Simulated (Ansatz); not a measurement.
## Response to strain in SiC

The parent structure is SiC in the wurtzite structure (space group P6_3mc, No. 186; a = 3.092 Å, c = 5.074 Å).

Strains are applied to the cell and any free atomic positions relax.

All numbers come from PBE (Ansatz, a program for electronic structure; PAW; 420 eV plane waves; no SOC), earlier PAW set.

```tsv
isotropic strain (%)	band gap (eV)
-5.79	1.96
0	2.31
1.04	?
3.34	2.48
```

Fit E_g = E₀ + Dε (ε in %) to the rows shown and predict the withheld row.

Least squares on the printed values gives E₀ = 2.30 eV, D = 57.3 meV per % of strain (largest residual 0.01 eV); this predicts 2.36 eV, and the run gives 2.36 eV, in agreement.

Stability against distortions was not tested.
